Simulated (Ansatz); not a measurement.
B4C (Cm, No. 8, 15 atoms in the cell; start mp-1238815), treated with PBEsol (PAW; Ansatz, a program for electronic structure).

Settings: plane-wave cutoff 500 eV, 10×10×10 k mesh, gaussian smearing 0.02 eV, scalar-relativistic PAW data made under PBE.

Cell (relaxed at this level):

```xyz
15
Lattice="4.3708 -2.7900 0.0050 4.3708 2.7900 0.0050 -2.4226 0.0000 4.4055" Properties=species:S:1:pos:R:3 pbc="T T T"
B      4.0513     0.0000     0.7174
B      1.6964    -0.8978     2.2769
B      1.6964     0.8978     2.2769
B      4.6450     0.9066     2.1856
B      4.6450    -0.9066     2.1856
B      4.0732     0.0000     3.6158
B      2.2575     0.0000     0.8319
B      3.1306    -1.4199     1.3480
B      3.1306     1.4199     1.3480
B      3.2024     1.4330     3.0947
B      3.2024    -1.4330     3.0947
B      8.7086     0.0000     0.0619
C      2.3448     0.0000     3.6367
C      7.3563     0.0000     0.5323
C     -1.1095     0.0000     3.9500
```

Task: Estimate the band gap that the calculation returns.

Result: 
band gap: 2.82 eV (on the SCF k mesh)

Note: the relaxation could not lower the start's symmetry, so the cell can be a saddle point above a distorted one.

The computed numbers hold no vibrational or temperature effects.

A start named mp-… is a Materials Project structure, which need not be a measured phase.
